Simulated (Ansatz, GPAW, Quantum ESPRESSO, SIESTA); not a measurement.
Cs₂MnF₅ (P1, 8 atoms in the cell) computed with different codes at matched settings

Self-consistent single point, at a second geometry (atoms moved at random). First geometry:

```yaml
crystal:
  lattice:
    - [6.34379, 0.00000, 0.00000]
    - [0.00000, 6.34379, 0.00000]
    - [0.00000, 0.00000, 4.26885]
  atoms:
    - { symbol: Cs, position: [0.00000, 0.50000, 0.50000] }
    - { symbol: Cs, position: [0.50000, 0.00000, 0.50000] }
    - { symbol: Mn, position: [0.00000, 0.00000, 0.00000], spin: 4.0 }
    - { symbol: F, position: [0.79200, 0.79200, 0.00000] }
    - { symbol: F, position: [0.20800, 0.20800, 0.00000] }
    - { symbol: F, position: [0.20800, 0.79200, 0.00000] }
    - { symbol: F, position: [0.79200, 0.20800, 0.00000] }
    - { symbol: F, position: [0.00000, 0.00000, 0.50000] }
```
(The spins are starting values, not results.)

Second geometry:
```xyz
8
Lattice="6.3438 0.0000 0.0000 0.0000 6.3438 0.0000 0.0000 0.0000 4.2688" Properties=species:S:1:pos:R:3 pbc="T T T"
Cs    -0.0207     3.1378     2.1217
Cs     3.1880     0.0260     2.1548
Mn     0.0241     0.0303    -0.0290
F      4.9682     4.9995     0.0285
F      1.3546     1.2886    -0.0379
F      1.3655     5.0411     0.0134
F      5.0360     1.2931    -0.0054
F     -0.0563     0.0430     2.1572
```
Moments meant for the start (each program seeds them in its own way; μB, in the order of the atoms Cs Cs Mn F F F F F): 0.0 0.0 4.0 0.0 0.0 0.0 0.0 0.0.

Shared settings, as Ansatz (a quantum-chemistry and plane-wave program) writes them: kpoints.mp_grid.grid = 3 3 3; scf.occupations.method = fermi_dirac; scf.occupations.width = 0.02 eV. Potentials and cutoffs stand in the table.

```
code                                                                                                                                      model  ΔF from the first geometry (meV/atom)  pressure (GPa)  largest force (eV/Å)  gap on the mesh (eV)  size of the net moment (μB/atom)       cutoff
----------------  -----------------------------------------------------------------------------------------------------------------------------  -------------------------------------  --------------  --------------------  --------------------  --------------------------------  -----------
SIESTA            GGA PBEsol, numerical atomic orbitals DZP, PseudoDojo PBEsol standard norm-conserving potentials (rewritten from UPF to PSML)                                   14.1           -1.99                 1.743                 0.530                              0.50  grid 400 Ry
Quantum ESPRESSO                                                          PBEsol, PseudoDojo standard norm-conserving (PBESOL) pseudopotentials                                   12.6           -0.95                 1.600                 0.622                              0.50       100 Ry
GPAW                                                                                      PBEsol, GPAW PAW datasets PBEsol (made by gpaw-setup)                                   11.5               –                 1.710                 0.657                              0.50       900 eV
Ansatz                                                                                                          PBEsol, PAW files made with PBE                                   12.4           -1.05                 1.613                     –                              0.50       420 eV
```

Size of the force on each atom (eV/Å): Sizes of forces hide their directions.

```csv
code,Cs1,Cs2,Mn3,F4,F5,F6,F7,F8
SIESTA,0.165,0.085,1.743,1.183,0.304,0.775,0.194,0.226
Quantum ESPRESSO,0.196,0.120,1.600,0.992,0.350,0.642,0.224,0.220
GPAW,0.199,0.120,1.710,0.820,0.589,0.425,0.426,0.251
Ansatz,0.195,0.120,1.613,0.965,0.382,0.604,0.251,0.217
```

A dash marks a value that a program does not give, or that is left out as unsure.

No gap is tabulated for Ansatz: it is not read from that output, or partly filled or unconverged empty levels leave it unsure.

Gaps are read on the mesh.

On Ansatz's run: with one magnetic atom in the cell only a parallel order is possible.

The spread over the programs that give each value: ΔF from the first geometry within 2.6 meV/atom; pressure within 1.04 GPa; largest force within 0.143 eV/Å; gap on the mesh within 0.127 eV; size of the net moment within 0.00 μB/atom.

SIESTA uses small atom-centred bases, whose incompleteness enters pressures, forces and empty levels differently from a plane-wave cutoff. Ansatz's pressure is given at a fixed set of plane waves, as the other plane-wave codes print theirs; with its correction for the finite basis it is -0.79 GPa (the shift of 0.26 GPa shows how far the cutoff is from converged). The pressure of GPAW is left out: its cutoff lies under the one at which its stress was checked. In the force vectors, SIESTA (by 0.221) and GPAW (by 0.235) lie more than 0.08 eV/Å from the median of the plane-wave programs.

The shared mesh is coarse (it stands for a supercell whose shortest vector is 13 Å), so the values are not converged in it.

The starting cell comes from a database of computed structures (which also holds hypothetical and non-ambient phases and stackings), without a prior relaxation at this level. For this run, on top of that: atoms moved at random.

Left out of this page: CP2K (unsound by tests on forces, stress, charge or solver warnings).

Keys are those of Ansatz 0.2.
